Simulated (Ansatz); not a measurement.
Start from LiNbO₃ (space group R3c, No. 161).

```xyz
10
Lattice="2.5337 1.4629 4.5624 -2.5337 1.4629 4.5624 0.0000 -2.9257 4.5624" Properties=species:S:1:pos:R:3 pbc="T T T"
Li     0.0000     0.0000     3.8481
Li     0.0000     0.0000    10.6917
Nb     0.0000     0.0000    13.6533
Nb     0.0000     0.0000     6.8097
O     -0.6593    -1.4089     5.4222
O      1.5498     0.1335     5.4222
O     -0.8905     1.2754     5.4222
O     -1.6432    -0.1874     7.7034
O      0.6593     1.5168     7.7034
O      0.9839    -1.3293     7.7034
```

Cartesian axes are those of the cell as printed.

Computed with Ansatz (an electronic-structure program), LDA, PAW, cutoff 420 eV, without spin-orbit coupling.

One thing is altered: the cell is stretched by 3.00 % along z with no lateral relaxation, atoms relaxed at fixed cell.

**Question.** What does the calculation give for the energy relative to the base after the change?

**Answer.** The energy rises by 7.1 meV/atom.

**Question.** What happens to the stress?

**Answer.** The stress (xx, yy, zz, yz, xz, xy; compression positive) is (-2.11, -2.11, -7.27, 0.00, 0.00, 0.00) GPa.

**Question.** What happens to the largest internal atomic displacement?

**Answer.** The largest internal atomic displacement comes out as 0.021 Å.

The cells carry an imposed strain or load. Whether these cells are dynamically stable was not tested.
